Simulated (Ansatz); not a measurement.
# ZnF2: shear stress against shear

ZnF2 (rutile, P4_2/mnm, 11.603 Å³/atom and stress up to 0.01 GPa in the relaxed cell, c along z) under an engineering shear γ in the xz plane. PBEsol in Ansatz, a plane-wave DFT program (PAW, default set), 420 eV, 7×7×11 Γ-centred mesh, Fermi-Dirac smearing 0.05 eV; ions are relaxed, or left where forces stay under 0.02 eV/Å, within the symmetry of each cell. Stress is positive for a compressed cell.

Here s stands for strain and y for shear stress.

```csv
strain (%),shear stress (GPa)
0.00,0.00
0.66,-0.23
1.34,-0.46
2.00,-0.69
4.00,?
```

Fit y of the 4 rows that show it with a straight line. Means: s 1.0000, y -0.345. About the means, the sum of products is -0.76820 and the sum of squares of s is 2.2312; the slope is their ratio. Least squares gives y = -0.001 - 0.3443·s. Residuals (row less fit): 0.001, -0.002, 0.002, 0.000; standard error 0.002 (degrees of freedom: 2). The slope gives the elastic constant C44 = 34.4 ± 0.1 GPa (± standard error of the fit, which holds the terms cut off).

Task: What does the fit predict for y at s = 4.00, and how far is the calculated value from it?

Result: y = -0.001 - 0.3443 × 4.00 = -1.378 GPa. The calculation gives -1.38 GPa, which the fit meets to the printed digits. The row lies outside the fitted rows, so this is an extrapolation. The scatter of the fitted rows lies at the last printed digit.

Rows are the converged runs of the series near zero and its far end, less any whose ions stayed unrelaxed beside relaxed ones; series whose fitted rows scatter by over a few per cent of the range, as at a crossing or softening among them, aren't shown in this form. Most that stay on the fit to the last digits aren't either.
